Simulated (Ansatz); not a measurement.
## TiAl: response to strain

Take TiAl (space group P4/mmm, No. 123; relaxed with 0.1 eV smearing) as the base.

```
CELL_PARAMETERS angstrom
      2.79629     0.00000     0.00000
      0.00000     2.79629     0.00000
      0.00000     0.00000     4.03814
ATOMIC_POSITIONS crystal
  Ti 0.00000 0.00000 0.00000
  Al 0.50000 0.50000 0.50000
```

Cartesian axes are those of the cell as printed.

Strains are applied to the cell and any free atomic positions relax.

Level of theory: PBEsol, PAW, 420 eV (Ansatz, an electronic-structure program; without spin-orbit coupling).

Notes on the quantities. energy relative to the base: free energy F; pressure: mean of the normal stresses, compression positive.

```
variant                         volume per atom  energy relative to the base  pressure
------------------------------  ---------------  ---------------------------  --------
base                                   15.79 Å³                   0 meV/atom   0.0 GPa
uniaxial strain ε_zz = −2.00 %         15.47 Å³                +3.5 meV/atom   2.5 GPa
uniaxial strain ε_zz = −1.50 %         15.55 Å³                +2.0 meV/atom   1.9 GPa
uniaxial strain ε_zz = −1.00 %         15.63 Å³                +0.9 meV/atom   1.2 GPa
uniaxial strain ε_zz = −0.50 %         15.71 Å³                +0.2 meV/atom   0.6 GPa
uniaxial strain ε_zz = +0.50 %         15.87 Å³                +0.2 meV/atom  -0.6 GPa
uniaxial strain ε_zz = +1.00 %         15.95 Å³                +0.9 meV/atom  -1.2 GPa
uniaxial strain ε_zz = +1.50 %         16.02 Å³                +1.9 meV/atom  -1.7 GPa
uniaxial strain ε_zz = +2.50 %         16.18 Å³                            ?         ?
uniaxial strain ε_zz = +3.00 %         16.26 Å³                +7.6 meV/atom  -3.3 GPa
```

Task: Some entries are withheld; estimate them.

Result: 
- uniaxial strain ε_zz = +2.50 %, energy relative to the base: +5.3 meV/atom
- uniaxial strain ε_zz = +2.50 %, pressure: -2.8 GPa

Stability against distortions was not tested. The final runs are not spin-polarised.
